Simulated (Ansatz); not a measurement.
Output of an Ansatz run (abridged):

```
WARN the atoms were moved onto the symmetric positions of the space group found under crystal.symmetry.tolerance 1.0e-5 (fractional …
WARN ansatz: RAYON_NUM_THREADS=1 ignored (pool sized by the plan → 1); use --threads N
Pseudopotentials: kind: paw
Pseudopotential: Ba, paw, valence charge 10
Pseudopotential: Ga, paw, valence charge 13
Pseudopotential: H, paw, valence charge 1
Crystal: 5 atoms, lattice volume = 87.567 Å³
Basis set: ecut = 420.4159175005146 eV, 1727 PW (Γ)
Bands: 24, of which v1, the nominal top of the filled ones, is band 19 counted from 1 (18 counted from 0)
Symmetry: 6 space group operations
Space group: P3m1 (ITA 156), of the structure as read, at distance tolerance 4.4e-5 Å
k-points: 50 of 384 (time reversal used)
PAW frozen core: Ba, regenerated for the run's functional, and the local potential with it
PAW frozen core: Ga, regenerated for the run's functional, and the local potential with it
Initial density: superposition of atomic densities (neutral atoms: chi_scale 0, normalization atom), corrected by the library's trained network
Initial wavefunctions: pseudopotential atomic-orbital guess
Eigensolver: davidson
Functional: x = slater, c = lda
SCF iter   1: F=—  HF=-13227.321655 eV  |F-HF|=—  |Δ(HF+E_count)|=         —  Δρ=8.40e-3  dr2=4.67e-2  ethr=1.77e-3  ⟨swp⟩=8.1  Hψ=6405  notcnv=0
all-band conjugate gradients solve this SCF's bands
preconditioner: auto → Kerker (q_TF=auto, 2.374 Å⁻¹)
SCF iter   2: F=—  HF=-13227.309030 eV  |F-HF|=—  |Δ(HF+E_count)|=   1.26e-2  Δρ=4.41e-3  dr2=1.53e-2  ethr=1.23e-4  ⟨swp⟩=1.1  Hψ=1607  notcnv=0
SCF iter   3: F=—  HF=-13227.303994 eV  |F-HF|=—  |Δ(HF+E_count)|=   5.04e-3  Δρ=6.07e-4  dr2=5.54e-4  ethr=4.03e-5  ⟨swp⟩=2.0  Hψ=1426  notcnv=0
SCF iter   4: F=—  HF=-13227.303895 eV  |F-HF|=—  |Δ(HF+E_count)|=   9.89e-5  Δρ=2.47e-4  dr2=1.37e-4  ethr=1.46e-6  ⟨swp⟩=2.7  Hψ=2114  notcnv=0
SCF iter   5: F=—  HF=-13227.303875 eV  |F-HF|=—  |Δ(HF+E_count)|=   2.00e-5  Δρ=1.94e-4  dr2=2.84e-5  ethr=3.61e-7  ⟨swp⟩=2.0  Hψ=2099  notcnv=0
SCF iter   6: F=—  HF=-13227.303850 eV  |F-HF|=—  |Δ(HF+E_count)|=   2.53e-5  Δρ=6.59e-5  dr2=5.77e-6  ethr=7.48e-8  ⟨swp⟩=2.0  Hψ=2096  notcnv=0
SCF iter   7: F=—  HF=-13227.303848 eV  |F-HF|=—  |Δ(HF+E_count)|=   1.42e-6  Δρ=2.27e-5  dr2=4.18e-7  ethr=1.52e-8  ⟨swp⟩=2.0  Hψ=2099  notcnv=0
SCF iter   8: F=-13227.303848 eV  HF=-13227.303848 eV  |F-HF|=9.51e-8  |Δ(HF+E_count)|=   2.50e-7  Δρ=8.94e-6  dr2=8.29e-8  ethr=2.63e-10  ⟨swp⟩=7.0  Hψ=6562  notcnv=0
SCF 1 converged in 8 iterations: F = -13227.303848 eV  dr2 = 8.29e-8
SCF converged after 8 iterations
Free energy (F): -13227.303848 eV
Harris-Foulkes:  -13227.303848 eV  (|F-HF|=9.51e-8)
Internal energy: -13227.292165 eV  (E = F + TS)
E sigma→0 (E₀):  -13227.298006 eV
Entropy (-TS):   -0.011683 eV (-2.337 meV/atom)
Fermi energy:    8.236163 eV
--- Per-component energies (eV) ---
  E_band       = -157.312150
  E_kinetic    = 427.693221
  E_local      = -4652.906276  (includes V_loc(G=0)·N_el)
  E_nonlocal   = 912.125141
  E_hartree    = 2147.174126
  E_xc         = -323.448580
  E_vxc        = -277.659312  (∫ρ·V_xc dr)
  E_paw        = -8880.242715  (= ΣΔE_a)
  E_vpaw       = -860.919872  (= ΣTr[D̂ρ^β])
  E_aug_tail   = -0.002499  (compensation charges beyond the density's cutoff)
  E_ewald      = -2861.424058
  E_core_change = 3.739475  (= ΣΔE_core)
  E_smearing   = -0.011683  (= −TS)
  E_closure    = 0.000000  (closes the sum)
  Σ components = -13227.303848   (vs F -13227.303848, Δ=0.00e0)
--- Forces (eV/Å), atoms counted from 1 ---
  atom   1  Ba     0.00000000     0.00000000    -0.09615498
  atom   2  Ga     0.00000000    -0.00000000     0.19908251
  atom   3  Ga    -0.00000000     0.00000000    -0.09034861
  atom   4  H      0.00000000     0.00000000    -0.14415923
  atom   5  H     -0.00000000    -0.00000000     0.13157984
  max |Σ_I F_I| component: 4.70e-7 eV/Å
--- Stress (GPa, compression-positive) ---
       -3.569966      -0.000000       0.000000
       -0.000000      -3.569966       0.000000
        0.000000       0.000000      -2.828513
  P = ⅓ Tr σ = -3.3228 GPa (-33.228 kbar)
  The stress holds the Pulay correction. Without it, at fixed plane waves, as pw.x and ABINIT print it: P = -3.3705 GPa
--- Band table (eV; the first three rows and the last of 50) ---
  k-point 0: bands = ["-19.6797", "-6.6390", "-6.5110", "-6.5110", "-6.5087", "-6.5087", "-6.4395", "-6.3593", "-6.3593", "-6.3361", "-6.3361", "-4.9408", "-4.7134", "-4.7134", "-1.0951", "3.5264", "4.9751", "7.7589", "7.7589", "8.5674", "11.7043", [...]
  k-point 1: bands = ["-19.6785", "-6.6366", "-6.5116", "-6.5116", "-6.5095", "-6.5095", "-6.4381", "-6.3576", "-6.3576", "-6.3372", "-6.3372", "-5.0167", "-4.7097", "-4.7097", "-0.8754", "3.0523", "5.2881", "7.9001", "7.9001", "8.6573", "10.6934", [...]
  k-point 2: bands = ["-19.6759", "-6.6316", "-6.5129", "-6.5129", "-6.5110", "-6.5110", "-6.4354", "-6.3534", "-6.3534", "-6.3403", "-6.3403", "-5.1560", "-4.7025", "-4.7025", "-0.3484", "2.2132", "5.7685", "8.2876", "8.2876", "8.5303", "10.0311", [...]
  k-point 49: bands = ["-19.6393", "-6.6594", "-6.5992", "-6.5920", "-6.5250", "-6.4577", "-6.4318", "-6.3901", "-6.3397", "-6.3351", "-6.1772", "-5.1372", "-4.9715", "-4.9402", "0.9520", "1.6282", "4.7297", "4.9538", "6.5150", "11.3492", "11.4198", [...]
```

The structure:

```
CELL_PARAMETERS angstrom
      4.51261     0.00000     0.00000
     -2.25631     3.90804     0.00000
      0.00000     0.00000     4.96539
ATOMIC_POSITIONS crystal
  Ba 0.00000 0.00000 0.01007
  Ga 0.33333 0.66667 0.46883
  Ga 0.66667 0.33333 0.53117
  H  0.33333 0.66667 0.13291
  H  0.66667 0.33333 0.86709
```

Q: Write an input that gives this output.

A: Other spellings and defaults could give the same log, and not every line can be read from it. The input that was run (DFT, LDA (PW92), plane waves, default PAW files made with PBE):

Ansatz 0.2 input:
```yaml
# Ba(GaH)2
crystal:
  lattice:
    - [4.512611, 0.000000, 0.000000]
    - [-2.256306, 3.908037, 0.000000]
    - [0.000000, 0.000000, 4.965389]
  atoms:
    - { symbol: Ba, position: [0.000000, 0.000000, 0.010070] }
    - { symbol: Ga, position: [0.333333, 0.666667, 0.468830] }
    - { symbol: Ga, position: [0.666667, 0.333333, 0.531170] }
    - { symbol: H, position: [0.333333, 0.666667, 0.132910] }
    - { symbol: H, position: [0.666667, 0.333333, 0.867090] }
basis:
  ecutwfc: 30.9 Ry
kpoints:
  mp_grid: { grid: [8, 8, 6] }
hamiltonian:
  xc: lda
  pseudopotentials: { kind: paw }
scf:
  occupations: { method: fermi_dirac, width: 0.0073 Ry }
output:
  forces: true
  eigenvalues: true
  stress: true
```

The starting cell comes from a database of computed structures (which also holds hypothetical and non-ambient phases and stackings), without a prior relaxation at this level. Its lattice was rescaled by up to half a per cent. One atom was moved a little off its site on purpose. With a pressure of about -3 GPa the cell is away from its equilibrium volume at this level. Ansatz's pressure includes its estimate of the finite-basis (Pulay) stress.

Ansatz is a first-principles code.
